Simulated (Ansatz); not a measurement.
Consider CrCl3 (space group C2/m, No. 12; ferromagnetic; a cell from a computed database, its experimental status unchecked; layered, stacked along the Cartesian z axis).

```yaml
crystal:
  lattice:
    - [2.98128, -5.16106, 0.00000]
    - [2.98128, 5.16106, 0.00000]
    - [-1.93068, 0.00000, 5.76551]
  atoms:
    - { symbol: Cr, position: [0.16656, 0.83344, 0.50000] }
    - { symbol: Cr, position: [0.83344, 0.16656, 0.50000] }
    - { symbol: Cl, position: [0.07250, 0.42554, 0.26959] }
    - { symbol: Cl, position: [0.92750, 0.57446, 0.73041] }
    - { symbol: Cl, position: [0.57446, 0.92750, 0.73041] }
    - { symbol: Cl, position: [0.42554, 0.07250, 0.26959] }
    - { symbol: Cl, position: [0.77931, 0.77931, 0.26723] }
    - { symbol: Cl, position: [0.22069, 0.22069, 0.73277] }
```

All numbers come from r2SCAN+rVV10 (Ansatz, a program for electronic structure, PAW, scalar-relativistic without spin-orbit coupling).

One change was made to it. Results:

```csv
quantity,base,after
largest site moment,2.70 μB,2.65 μB
density,2.96 g/cm³,3.39 g/cm³
band gap,2.37 eV,2.26 eV
gap character,"indirect, Y → k = (0.429, 0.429, -1/3) in the run's primitive reciprocal basis",direct at Y
```

Q: What was done to the base?
A. pressure 5 GPa
B. pressure 0.3 GPa
C. pressure 1.5 GPa
D. pressure 0.7 GPa

A: A, pressure 5 GPa. For comparison, the band gap in the other runs: pressure 1.5 GPa gives 2.38 eV; pressure 0.3 GPa gives 2.37 eV; pressure 0.7 GPa gives 2.38 eV.

Load acts through the strain it causes; cell and atoms are relaxed under it. Whether these cells are dynamically stable was not tested. No other phases were tried under pressure. No Hubbard U is applied and the magnetic state is the run's own (CrCl3 ferromagnetic); other magnetic orders, which need larger cells, were not tried and can change the gap. The base started in P-1 and relaxed to C2/m at this level.
